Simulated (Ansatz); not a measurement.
The reference is CdSe in the wurtzite structure (space group P6_3mc, No. 186; a = 4.383 Å, c = 7.155 Å). Axes: x lies along a and z along c of the hexagonal cell.

Calculations: PBE (Ansatz, a quantum-chemistry and plane-wave program; PAW; 420 eV plane waves; no SOC), earlier PAW set.

The change: an isotropic linear strain of −2.10 %; the atoms relax in the strained cell.

Q: Predict the stress tensor and what it implies for the stiffness.

A: Stress of the strained cell less that of the base (GPa, compression positive):
```
   3.28    0.00    0.00
   0.00    3.28    0.00
   0.00    0.00    3.33
```

Then B = −ΔP/(ΔV/V₀) with ΔV/V₀ = -0.0617 gives secant stiffness values (nonlinear terms included at this strain): B (at held cell shape, above the free-shape value) ≈ 53 GPa.

As a check, the harmonic strain energy −½ V₀ Δσ:ε is 19 meV/atom; the computed energy rise is 18 meV/atom.

No phonon test of stability was made.
